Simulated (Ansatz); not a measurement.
Response to strain in NaCl

Base system: NaCl in the rock salt structure (space group Fm-3m, No. 225; a = 5.696 Å).

Strains are applied to the cell and any free atomic positions relax.

Calculations: Ansatz (a first-principles code), PBE, PAW, cutoff 420 eV, spin-orbit coupling left out.

Candidates:
(a) isotropic strain −3.00 %
(b) isotropic strain +2.00 %
(c) isotropic strain −2.50 %

Notes on the quantities. energy relative to the base: free energy F.

Q: Order them by energy relative to the base, highest first.

A: (a) isotropic strain −3.00 % (+15 meV/atom), (c) isotropic strain −2.50 % (+11 meV/atom), (b) isotropic strain +2.00 % (+5.7 meV/atom)

No phonon test of stability was made.
